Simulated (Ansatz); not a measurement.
## By hand: formation energy of SiC (4H, P6₃mc) from the elements

Subject: the formation energy of SiC (4H, P6₃mc) from the elements. Reaction: C (graphite) + Si (diamond) → SiC (4H). Negative: the products are lower in energy. The value is per atom of the solid.

SiC (4H, P6₃mc), 8 atoms in the cell. Conventional cell: a = 3.072 Å, b = 3.072 Å, c = 10.058 Å, α = 90.00°, β = 90.00°, γ = 120.00°.

Ansatz (a program for electronic structure) with PAW potentials; structures come from PBE+D3(BJ) relaxations, nuclei static, no net charge. Ansatz runs with its PAW set soft_1. Other levels take these structures. The lattices are those relaxed with PBE+D3(BJ), so at other levels the solids can be strained, which adds to the spread. A dispersion term (D3(BJ), or D4 for r2SCAN) was computed beside these levels and is taken off wherever the name lacks it.

Total energies of the cells in eV, at zero smearing width. They compare only within one column; the weights balance every element.

```
cell          atoms  weight       r2SCAN         RPBE
------------  -----  ------  -----------  -----------
SiC (4H)          8      +1  -3565.31925  -3565.86800
C (graphite)      4      −1  -1006.65673  -1008.87321
Si (diamond)      2      −2  -1278.13035  -1277.78774
```

r2SCAN: (-3565.31925) − (-1006.65673) − 2 × (-1278.13035) = -2.402 eV; dividing by 8 atoms gives -0.30 eV/atom.

RPBE: (-3565.86800) − (-1008.87321) − 2 × (-1277.78774) = -1.419 eV; dividing by 8 atoms gives -0.18 eV/atom.

What follows from the r2SCAN value: A formula unit of SiC has 2 atoms, so it forms with -0.3002 × 2 = -0.600 eV, or -57.9 kJ/mol at 96.485 kJ/mol per eV.
